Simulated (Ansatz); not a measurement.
## MgTe: stress against strain

MgTe (wurtzite, P6_3mc, 33.389 Å³/atom and stress up to 0.01 GPa in the relaxed cell, c along z) under an equal strain ε in the (0001) plane with the normal axis free, as in a coherent film. PBEsol in Ansatz, a plane-wave DFT program (PAW, default set), 420 eV, 8×8×5 Γ-centred mesh, Fermi-Dirac smearing 0.05 eV; ions are relaxed, or left where forces stay under 0.02 eV/Å, within the symmetry of each cell. Stress is positive for a compressed cell.

Here s stands for strain and y for stress xx.

```csv
strain (%),stress xx (GPa)
-3.00,?
-1.20,0.72
-0.60,0.35
0.00,-0.01
0.60,-0.35
1.20,-0.69
```

The 5 complete rows are fitted with a straight line, y against s. Means: s 0, y 0.004. About the means, the sum of products is -2.1120 and the sum of squares of s is 3.6000; the slope is their ratio. Least squares gives y = 0.004 - 0.5867·s. Residuals (row less fit): 0.012, -0.006, -0.014, -0.002, 0.010; standard error 0.013 (degrees of freedom: 3). The slope gives the biaxial elastic modulus of this plane = 58.7 ± 0.7 GPa (± standard error of the fit, which holds the terms cut off).

Task: Predict the withheld y at s = -3.00 from the fit, and compare with the calculation.

Result: y = 0.004 - 0.5867 × (-3.0) = 1.764 GPa. The calculation gives 1.86 GPa, 0.096 GPa above the prediction (3.8 % of the range of y in the table). The row lies outside the fitted rows, so this is an extrapolation. From the scatter of the fitted rows alone, a prediction at this place has a standard error of 0.024 GPa, so the miss is 4.0 times that.

A polynomial of degree 2 through the 10 other runs of the series gives 1.86 there, so most of the miss is curvature that the fit leaves out. Spin-orbit coupling is left out, which can shift these values for the heavy elements here. Rows are the converged runs of the series near zero and its far end; series whose fitted rows scatter by over a few per cent of the range, as at a crossing or softening among them, aren't shown in this form, nor equations of state whose B0' disagrees with the runs' pressures. Most that stay on the fit to the last digits aren't either.
